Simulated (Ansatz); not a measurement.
# AsP (model structure, started from the NiAs type, P6₃/mmc, No. 194, 4 atoms in the cell)

Level of theory: LDA in Ansatz (plane waves, PAW).

Settings: plane-wave cutoff 520 eV, 18×18×10 k mesh (along the axes of the cell as run), Fermi–Dirac smearing 0.05 eV, scalar-relativistic PAW data made under PBE.

Cell (relaxed at this level):

```xyz
4
Lattice="3.4956 0.0000 0.0000 -1.7478 3.0273 0.0000 0.0000 0.0000 6.4899" Properties=species:S:1:pos:R:3 pbc="T T T"
As     0.0000     0.0000     0.0000
As     0.0000     0.0000     3.2449
P      0.0000     2.0182     1.6225
P      1.7478     1.0091     4.8674
```

band gap: zero (no gap)
bulk modulus: 90.2 GPa

Note: the bulk modulus is −V dP/dV from two relaxed cells at ±2 % in volume; the relaxation could raise the start's symmetry but not lower it, so the cell can be a saddle point.

Spin–orbit coupling is not included.

The computed numbers hold no vibrational or temperature effects.

It cost very roughly 110 core-seconds of CPU time.

A model structure was made by putting elements into a prototype or built by hand; it is no filed structure, need not be a known phase, and can be a saddle point held by its symmetry.

Ansatz is a program for electronic structure.
